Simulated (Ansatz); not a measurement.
Effect of pressure 0.3 GPa on AlRu

Base system: AlRu in the CsCl type structure (space group Pm-3m, No. 221; a = 3.004 Å).

It is then changed as follows: cell and atoms relaxed at a pressure of 0.3 GPa.

Level of theory: Ansatz (a program for electronic structure) PBE, no spin-orbit coupling. Γ-centred 15×15×15 mesh, Fermi–Dirac width 0.05 eV.

* **Density**: 7.86 g/cm³ (base 7.85 g/cm³)
* **Lattice parameter a**: 300.2 pm (base 300.4 pm)
* **Shortest interatomic distance**: 260.0 pm (base 260.1 pm)
* **Enthalpy H = E + PV relative to the base's energy**: +0.03 eV/atom
* **Band gap**: zero (base zero)

Cost of the whole job for the changed cell (relaxation, final SCF and bands): around 10 core-seconds (rough).

Load acts through the strain it causes; cell and atoms are relaxed under it. No phonon test of stability was made. The final runs are not spin-polarised.
